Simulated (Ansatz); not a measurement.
Results of PBEsol (Ansatz, an electronic-structure program, plane waves, PAW) for TiOF2 (P4₂/mmc, No. 131, 8 atoms in the cell; start mp-37473).

Numerical settings: plane-wave cutoff 520 eV, 10×10×4 k mesh (along the axes of the cell as run), Fermi–Dirac smearing 0.01 eV, no spin polarisation, scalar-relativistic PAW data made under PBE.

Cell (relaxed at this level):

```
TiF2O
1.0
    3.76247     0.00000     0.00000
    0.00000     3.76247     0.00000
    0.00000     0.00000     7.78886
Ti O F
2 2 4
Direct
  0.00000   0.00000   0.00000
  0.00000   0.00000   0.50000
  0.50000   0.00000   0.00000
  0.00000   0.50000   0.50000
  0.50000   0.00000   0.50000
  0.00000   0.50000   0.00000
  0.00000   0.00000   0.25000
  0.00000   0.00000   0.75000
```

Predict the band gap and bulk modulus.


band gap: 2.02 eV (on the SCF k mesh)
bulk modulus: 143 GPa

Note: the relaxation could not lower the start's symmetry, so the cell can be a saddle point above a distorted one; the bulk modulus is −V dP/dV from two relaxed cells at ±2 % in volume.

Static lattice: no zero-point or thermal effects.

A start named mp-… is a Materials Project structure, which need not be a measured phase.
